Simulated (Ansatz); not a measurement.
AlP under load (space group F-43m), PBE with spin-orbit coupling, rigid bands (Ansatz, a quantum-chemistry and plane-wave program). Condition of this run: hydrostatic pressure of 8.4 GPa (compression positive) (the target of the relaxation). Band gap 1.40 eV, N_c = 1.65e19 cm⁻³ and N_v = 5.87e19 cm⁻³ at 300 K, conductivity masses of 0.324 mₑ (electrons) and 0.675 mₑ (holes). Take k_BT = 0.02585 eV.

Problem. Find the intrinsic carrier density and the intrinsic Fermi level.

Solution. n_i = √(N_c N_v) exp(−E_g/2k_BT) = 3.11e19 × exp(−27.08) = 5.4e7 cm⁻³. The level lies (k_BT/2) ln(N_v/N_c) = 16 meV from mid-gap (positive towards the conduction band). Each 0.1 eV added to the gap lowers n_i by a factor of 6.9.

Problem. What thermal injection velocity √(2k_BT/πm) limits a ballistic channel?

Solution. 9.45e6 cm/s for electrons and 6.55e6 cm/s for holes, a ratio of √(m_h/m_e) = 1.44, for dilute carriers.

Problem. A film of it is 5 nm thick. Estimate the confinement energies in an infinite well.

Solution. ħ²π²/(2m t²) = 0.376 eV·nm²/(m/mₑ × t²) gives 46.4 meV for electrons and 22.3 meV for holes, so the gap would widen to about 1.47 eV. Finite barriers and nonparabolic bands lower this, and with several valleys or bands the heaviest mass along the normal sets the lowest level, not this average.

Rigid bands with the computed gap; masses take one relaxation time for all states. Geometry: cell and atoms relaxed with PBEsol.
